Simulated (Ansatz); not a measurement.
**SiO2, response to strain**

Consider SiO2 in the rutile structure (space group P4_2/mnm, No. 136; a = 4.155 Å, c = 2.661 Å). Axes: x, y, z lie along a, b, c of the conventional cell.

Strains are applied to the cell and any free atomic positions relax; under biaxial strain the out-of-plane vector relaxes too.

All numbers come from LDA/PAW in Ansatz (a program for electronic structure), no spin-orbit coupling.

| biaxial strain, plane normal [001], relaxed out of plane (%) | out-of-plane strain (%) |
|---|---|
| -3 | 1.74 |
| -2.4 | 1.36 |
| -1.8 | 1.00 |
| -1.2 | ? |
| -0.6 | 0.32 |
| 0 | 0.00 |

### Question
Fit ε⊥ = −νε + γε² (strains in %) to the rows shown and predict the withheld row.

### Answer
Least squares on the printed values gives ν = 0.52 (the biaxial Poisson response) and γ = 0.020 (largest residual 0.00 %); this predicts 0.65 %, and the run gives 0.65 %, in agreement.

Stability against distortions was not tested.
